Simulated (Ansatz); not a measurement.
## Ta, point defects

The parent structure is a 12-atom supercell of Ta in the bcc (W type) structure (space group Im-3m, No. 229) at its relaxed geometry.

```
Ta
1.0
   -3.31974     3.31974     3.31974
    3.31974    -3.31974     3.31974
    4.97961     4.97961    -1.65987
Ta
12
Direct
  0.00000   0.00000   0.00000
  0.00000   0.50000   0.00000
  0.50000   0.00000   0.00000
  0.50000   0.50000   0.00000
  0.33333   0.33333   0.33333
  0.16667   0.16667   0.66667
  0.33333   0.83333   0.33333
  0.16667   0.66667   0.66667
  0.83333   0.33333   0.33333
  0.66667   0.16667   0.66667
  0.83333   0.83333   0.33333
  0.66667   0.66667   0.66667
```

One neutral defect a cell, atoms relaxed at fixed cell.

Calculations: plane-wave PAW DFT at the PBE level (Ansatz, a first-principles code, 420 eV), no SOC, earlier PAW set.

```json
[
 {"case": "perfect supercell", "largest displacement of a host atom from its site in the perfect cell": "–", "pressure": "-0.1 GPa"},
 {"case": "Al on a Ta site", "largest displacement of a host atom from its site in the perfect cell": "0.04 Å", "pressure": "-2.2 GPa"},
 {"case": "Re on a Ta site", "largest displacement of a host atom from its site in the perfect cell": "0.06 Å", "pressure": "-4.2 GPa"},
 {"case": "Hf on a Ta site, symmetric start", "largest displacement of a host atom from its site in the perfect cell": "0.04 Å", "pressure": "2.8 GPa"},
 {"case": "H interstitial (started 1.75 Å from the nearest host atom)", "largest displacement of a host atom from its site in the perfect cell": "0.06 Å", "pressure": "2.5 GPa"}
]
```

In so small a cell the defect repeats every few ångströms: this is an ordered compound, not a dilute defect. Defects with a symmetric start kept the site's symmetry and may sit on a saddle; the others started slightly shaken. All final runs are without spin polarisation. An odd electron count without spin: HfTa11 and Ta12H.
